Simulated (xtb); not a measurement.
xtb 6.7.1, GFN1-xTB: C[Si](C)Cl, charge 0, multiplicity 2, 10 atoms. The geometry is a generated start, not checked to be a minimum at this level.

```
Quantity                                                                                                       Result
------------------------  -------------------------------------------------------------------------------------------
method                                                                                                       GFN1-xTB
--acc                                                                                                     1 (default)
--etemp (K)                                                                                             300 (default)
detailed input (--input)  none: ANC optimiser, Lindh (1995) Hessian, microcycle=20, maxdispl=1.0, hlow=0.01 (default)
basis functions                                                                                                    40
valence electrons                                                                                                  25
```

```xyz
10

C     -1.5244    -0.4833     0.0486
Si    -0.0916     0.6472     0.5998
C      1.5992    -0.0275     0.0380
Cl    -0.3672     2.5126    -0.2248
H     -2.4300    -0.3051     0.6204
H     -1.2573    -1.5292     0.1678
H     -1.7572    -0.3115    -1.0002
H      1.6472    -0.0675    -1.0491
H      2.4172     0.5967     0.3829
H      1.7641    -1.0323     0.4165
```

Charge 0 and multiplicity 2 are set for this test and not shown to be the ground state. GFN-xTB has no spin term: --uhf 1 sets the occupations alone.

The structure is relaxed from this start with --opt LEVEL for the levels crude, sloppy, loose, lax, normal, tight, vtight, extreme, once each. Up to the end of the extreme run atoms move by at most 0.27 Å along an axis.

**Question.** Choose the cheapest level whose final energy lies within 1 meV of that of extreme.

**Answer.** loose: 9 cycles against 19, ending 0.67 meV above.

```csv
level,cycles,energy above the extreme run (meV),gradient norm (eV/Å)
crude,3,11,0.22
sloppy,4,9.0,0.12
loose,9,0.67,0.066
lax,11,0.28,0.069
normal,12,0.19,0.024
tight,17,under 0.01,0.016
vtight,19,under 0.01,0.0021
extreme,19,—,0.0021
```
